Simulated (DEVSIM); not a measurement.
Device: illuminated Si p-on-n cell, one wavelength, at 300 K.

| layer (left to right) | material | thickness (μm) | Nd (cm⁻³) | Na (cm⁻³) | τn (s) | τp (s) | absorption coefficient (cm⁻¹) |
|---|---|---|---|---|---|---|---|
| 1 | Si | 0.200 | - | 4.5e18 | 1.1e-8 | 1.1e-7 | 430 |
| 2 | Si | 200 | 2.9e16 | - | 3.7e-7 | 3.7e-7 | 430 |

Left contact: ohmic, minority electron recombination velocity 10000 cm/s. Right contact: ohmic, minority hole recombination velocity 2000 cm/s. Voltage is applied to the left contact. Recombination: SRH at mid-gap, radiative, Auger. Gap narrowing is on: ΔEg = 6.92 meV × (l + √(l² + 0.5)), l = ln(N/1.3e17 cm⁻³), shared equally by both band edges. Light enters at the left, 5.6e17 photons cm⁻² s⁻¹, one pass, no reflection. Mobility is μmin + (μ − μmin)/(1 + (N/Nref)^α).

This is a model device: material constants are rounded textbook-type values typed into the input, and sizes, dopings and lifetimes were drawn at random. Values at 300 K.

| parameter | Si |
|---|---|
| gap (eV) | 1.124 |
| affinity (eV) | 4.05 |
| permittivity | 11.7 |
| Nc (cm⁻³) | 2.86e19 |
| Nv (cm⁻³) | 3.1e19 |
| μn (cm²/Vs) | 1417 |
| μp (cm²/Vs) | 470 |
| μn,min | 52 |
| μp,min | 45 |
| Nref,n | 9.7e16 |
| Nref,p | 2.2e17 |
| αn | 0.68 |
| αp | 0.72 |
| B (cm³/s) | 4.7e-15 |
| Cn (cm⁶/s) | 2.8e-31 |
| Cp (cm⁶/s) | 9.9e-32 |

DEVSIM, 1D drift-diffusion, Boltzmann statistics, complete ionisation; no tunnelling, impact ionisation, image-force lowering or self-heating.

The photon flux was swept, all else fixed.

```
photon flux (cm^-2 s^-1)  open-circuit voltage (V)  short-circuit current (mA/cm²)  share of generated pairs collected at short circuit  fill factor
------------------------  ------------------------  ------------------------------  ---------------------------------------------------  -----------
1.7e16                                         ___                             ___                                                0.463          ___
5.6e16                                       0.536                            4.15                                                0.463         0.80
1.7e17                                       0.566                            12.6                                                0.463         0.81
5.6e17                                       0.597                            41.5                                                0.463         0.82
1.7e18                                       0.626                             126                                                0.463         0.83
5.6e18                                       0.657                             416                                                0.464         0.83
1.7e19                                       0.687                            1270                                                0.468         0.83
```

### Question
Some entries are withheld; supply them.

### Answer

- 1.7e16, open-circuit voltage (V): 0.504
- 1.7e16, short-circuit current (mA/cm²): 1.26
- 1.7e16, fill factor: 0.79
